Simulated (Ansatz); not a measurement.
## Thickness series in ZnS

Base system: ZnS in the zinc blende structure (space group F-43m, No. 216; a = 5.3891 Å). Axes: x, y, z lie along the cube axes.

Free-standing slabs (2 atom(s) a layer) normal to [110] with 15 Å of vacuum; in-plane cell held at bulk.

The values are results of Kohn–Sham DFT with the r2SCAN functional, run in Ansatz (a quantum-chemistry and plane-wave program) with PAW and 500 eV plane waves, scalar-relativistic without spin-orbit coupling, not measurements.

Notes on the quantities. excess energy per area of both faces: slab less bulk energy over the cell's area: twice a surface energy.

```csv
case,band gap,excess energy per area of both faces,gap character,shortest interatomic distance
base,2.70 eV,–,–,2.334 Å
1 layer,2.86 eV,–,"indirect, U → Γ",2.100 Å
2 layers,3.33 eV,0.89 J/m²,direct at Γ,2.243 Å
3 layers,2.86 eV,1.18 J/m²,"indirect, Γ → X",2.251 Å
4 layers,3.01 eV,1.08 J/m²,direct at Γ,2.255 Å
5 layers,2.94 eV,1.11 J/m²,direct at Γ,2.250 Å
6 layers,2.91 eV,1.10 J/m²,direct at Γ,2.252 Å
7 layers,…,1.10 J/m²,direct at Γ,2.251 Å
```

Problem. Fill in the withheld entries from the trend.

Solution. 
- 7 layers, band gap: 2.88 eV

Slab and bulk use different k-meshes, which limits the precision of the excess energy. No phonon test of stability was made. Labels are those of the standard path for the cell's own space group.
